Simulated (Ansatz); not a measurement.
Y, response to strain

The parent structure is Y in the hcp (Mg type) structure (space group P6_3/mmc, No. 194; relaxed with 0.1 eV smearing).

```
CELL_PARAMETERS angstrom
      3.68086     0.00000     0.00000
     -1.84043     3.18772     0.00000
      0.00000     0.00000     5.72132
ATOMIC_POSITIONS crystal
  Y  0.33333 0.66667 0.75000
  Y  0.66667 0.33333 0.25000
```

Cartesian axes are those of the cell as printed.

Strains are applied to the cell and any free atomic positions relax; under biaxial strain the out-of-plane vector relaxes too; under stress the whole cell relaxes.

The values are results of r2SCAN (Ansatz, a program for electronic structure; PAW; 500 eV plane waves; no SOC), earlier PAW set, not measurements.

Notes on the quantities. pressure: mean of the normal stresses, compression positive.

```csv
change,shortest interatomic distance,pressure,space group
base,3.564 Å,0.0 GPa,P6_3/mmc (No. 194)
"biaxial strain −3.02 %, plane normal [001], relaxed out of plane",3.567 Å,…,P6_3/mmc (No. 194)
"biaxial strain −2.54 %, plane normal [001], relaxed out of plane",3.565 Å,1.6 GPa,P6_3/mmc (No. 194)
"biaxial strain +1.21 %, plane normal [001], relaxed out of plane",3.565 Å,-0.7 GPa,P6_3/mmc (No. 194)
isotropic strain −5.91 %,3.353 Å,9.5 GPa,P6_3/mmc (No. 194)
isotropic strain +4.95 %,3.740 Å,…,P6_3/mmc (No. 194)
isotropic strain +5.32 %,3.753 Å,-4.9 GPa,P6_3/mmc (No. 194)
tensor shear ε_xz = +0.72 %,…,0.0 GPa,C2/c (No. 15)
tensor shear ε_xy = −0.82 %,…,0.0 GPa,P2_1/m (No. 11)
"uniaxial stress, 0.5 GPa compression along z",3.549 Å,–,P6_3/mmc (No. 194)
```

### Question
Complete the table.

### Answer

- biaxial strain −3.02 %, plane normal [001], relaxed out of plane, pressure: 2.0 GPa
- isotropic strain +4.95 %, pressure: -4.6 GPa
- tensor shear ε_xz = +0.72 %, shortest interatomic distance: 3.542 Å
- tensor shear ε_xy = −0.82 %, shortest interatomic distance: 3.559 Å

Beyond what the load breaks, stability against distortions was not tested. All final runs are without spin polarisation.
